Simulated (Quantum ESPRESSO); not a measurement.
Worked example: self-consistent single point of a (111) slab of Ca (cut from a parent of space group no. 225; 2 atoms in the cell) in Quantum ESPRESSO.

Method of the run: PBEsol, GBRV 1.5 ultrasoft (PBESOL) pseudopotentials (plane waves; Quantum ESPRESSO).

```
Ca
1.0
    3.95749     0.00000     0.00000
    1.97875     3.42729     0.00000
    0.00000     0.00000    17.23129
Ca
2
Direct
  0.00000   0.00000   0.40624
  0.33333   0.33333   0.59376
```

Reference input (self-consistent single point, DFT, PBEsol, plane waves, GBRV 1.5 ultrasoft (PBESOL) pseudopotentials): ecutwfc = 40 Ry; ecutrho = 200 Ry; occupations = smearing; smearing = gaussian; degauss = 0.0073499 Ry; mixing_mode = local-TF; potentials = {Ca: ca_pbesol_v1.uspp.F.UPF}; K_POINTS = automatic 5 5 1 0 0 0; conv_thr = 1e-08 Ry; mixing_beta = 0.5. This run's input differs from it in these lines:

```diff
@@ -32,3 +32,3 @@
 K_POINTS {automatic}
-5 5 1  0 0 0
+11 11 1  0 0 0
```

The program printed (abridged):

```
     Self-consistent Calculation

     iteration #  1     ecut=    40.00 Ry     beta= 0.50

     Threshold (ethr) on eigenvalues was too large:
     Diagonalizing with lowered threshold

     total energy              =    -149.63836393 Ry
     estimated scf accuracy    <       0.16559682 Ry

     iteration #  2     ecut=    40.00 Ry     beta= 0.50

     total energy              =    -149.61155638 Ry
     estimated scf accuracy    <       0.08825887 Ry

     iteration #  3     ecut=    40.00 Ry     beta= 0.50

     total energy              =    -149.62492802 Ry
     estimated scf accuracy    <       0.00675759 Ry

   [... 8 blocks of this kind left out ...]

     iteration # 12     ecut=    40.00 Ry     beta= 0.50

     negative rho (up, down):  2.293E-08 0.000E+00

     total energy              =    -149.62592649 Ry
     estimated scf accuracy    <       0.00000004 Ry

     iteration # 13     ecut=    40.00 Ry     beta= 0.50

     negative rho (up, down):  1.737E-08 0.000E+00
     End of self-consistent calculation

     the Fermi energy is     0.1043 ev

!    total energy              =    -149.62592650 Ry
     estimated scf accuracy    <          7.6E-09 Ry
     smearing contrib. (-TS)   =      -0.00064439 Ry
     internal energy E=F+TS    =    -149.62528211 Ry

     convergence has been achieved in  13 iterations

     negative rho (up, down):  1.737E-08 0.000E+00

     Forces acting on atoms (cartesian axes, Ry/au):

     atom    1 type  1   force =     0.00000000    0.00000000    0.01087234
     atom    2 type  1   force =     0.00000000   -0.00000000   -0.01087234

     Total force =     0.015376     Total SCF correction =     0.000038

     negative rho (up, down):  1.737E-08 0.000E+00
          total   stress  (Ry/bohr**3)                   (kbar)     P=       -5.11
  -0.00003094   0.00000000  -0.00000000           -4.55        0.00       -0.00
   0.00000000  -0.00003094  -0.00000000            0.00       -4.55       -0.00
   0.00000000   0.00000000  -0.00004227            0.00        0.00       -6.22

   JOB DONE.
```

The run converged in 13 iterations. Against the reference run the free energy goes up by 9.1 meV/atom and the largest force goes from 0.333 to 0.280 eV/Å.

The starting cell has typed, rounded lattice constants, without a prior relaxation at this level. The slab is cut from that crystal, and its faces are unrelaxed. Its lattice was rescaled by up to half a per cent.

Cost on one core of a shared machine: roughly 60 s.
